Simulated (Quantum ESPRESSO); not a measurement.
## Energy against c/a at fixed volume: hcp Re (space group 194) (Quantum ESPRESSO, LDA)

```xyz
2
Lattice="2.7748 0.0000 0.0000 -1.3874 2.4030 0.0000 0.0000 0.0000 4.3045" Properties=species:S:1:pos:R:3 pbc="T T T"
Re     1.3874     0.8010     3.2284
Re     0.0000     1.6020     1.0761
```

Level of theory: LDA (PZ), GBRV 1.5 ultrasoft (LDA) pseudopotentials (plane waves; Quantum ESPRESSO). Settings: ecutwfc = 52 Ry; ecutrho = 416 Ry; occupations = smearing; smearing = fermi-dirac; degauss = 0.0036749 Ry; potentials = {Re: re_lda_v1.2.uspp.F.UPF}; K_POINTS = automatic 28 28 16 0 0 0; conv_thr = 1e-10 Ry. The cell above is the first row's. The rows change c/a at fixed volume. In all rows fractional positions and the k mesh are held. E is the free energy at the stated smearing, counted from the lowest row.

```
c/a     E (meV/atom)
------  ------------
1.5513             ?
1.5675         11.58
1.5836          4.84
1.5998          0.98
1.6159          0.00
1.6321          1.91
1.6483          6.71
1.6644         14.41
1.6806         24.87
```

**Question.** Fit E against c/a with a cubic, and predict the withheld value at c/a = 1.5513.

**Answer.** With u = c/a - 1.62, the rows have u = -0.05250, -0.03640, -0.02020, -0.00410, 0.01210, 0.02830, 0.04440, 0.06060. Least squares gives E = 0.215 + 74.60·u + 5518.9·u² - 517·u³. Residuals (row less fit): -0.005, 0.003, 0.016, -0.002, -0.015, -0.024, 0.048, -0.018; standard error 0.031 (degrees of freedom: 4). The fitted curve has its minimum at c/a = 1.61, where E = -0.04. To one more digit the minimum is at c/a = 1.613; the ideal close-packed ratio is 1.633. At the withheld row, u = -0.06870, so E = 0.215 + 74.60 × (-0.06870) + 5518.9 × (-0.06870)² - 517 × (-0.06870)³ = 21.305 meV/atom. The calculation gives 21.24 meV/atom, 0.065 meV/atom below the prediction (0.3 % of the range of E in the table). The row lies outside the fitted rows, so this is an extrapolation. From the scatter of the fitted rows alone, a prediction at this place has a standard error of 0.082 meV/atom, so the miss is 0.8 times that.

Carrying the step between the two nearest rows on in a straight line would have given 18.36, off by 2.88; series whose last step already gives the withheld value aren't shown. The reference cell has the volume at which an earlier scan in this program and functional put its minimum by a fit; axis ratios and inner coordinates come from a measured-size cell. The runs keep the symmetry of the cell, so they don't test it for distortions. The best c/a moves a little with volume. Spin polarisation is off. Spin-orbit coupling is off. In metals such curves are sensitive to mesh and smearing. Cutoffs and mesh are single choices, not tested for convergence of this quantity. Series with a scatter that would blur these digits, or in which a gap closes, are not shown. Strain series were run only where this level's volume lies within 10 % of a first guess from the measured size.
